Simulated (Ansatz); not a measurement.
System: HfO2 (model structure, started from the 3R-MoS2 type, R3m, No. 160, 3 atoms in the cell). Method: r²SCAN+rVV10 (Ansatz, a first-principles code, plane waves, PAW).

Numerical settings: plane-wave cutoff 560 eV, 14×14×14 k mesh, Fermi–Dirac smearing 0.01 eV, scalar-relativistic PAW data made under PBE.

Cell (relaxed at this level):

```xyz
3
Lattice="1.5484 0.8939 4.7088 -1.5484 0.8939 4.7088 0.0000 -1.7879 4.7088" Properties=species:S:1:pos:R:3 pbc="T T T"
Hf     0.0000     0.0000    -0.0040
O      0.0000     0.0000    10.5690
O      0.0000     0.0000     8.2697
```

**Question.** What does this level give for the band gap, smallest direct gap on the k points sampled and Γ–Γ gap?

**Answer.** 
* **band gap**: 1.74 eV
* **smallest direct gap on the k points sampled**: 2.45 eV
* **Γ–Γ gap**: 3.20 eV

Note: the relaxation could raise the start's symmetry but not lower it, so the cell can be a saddle point.

Spin–orbit coupling is not included.

The result took roughly 2.0 core-minutes.

A model structure was made by putting elements into a prototype or built by hand; it is no filed structure, need not be a known phase, and can be a saddle point held by its symmetry.
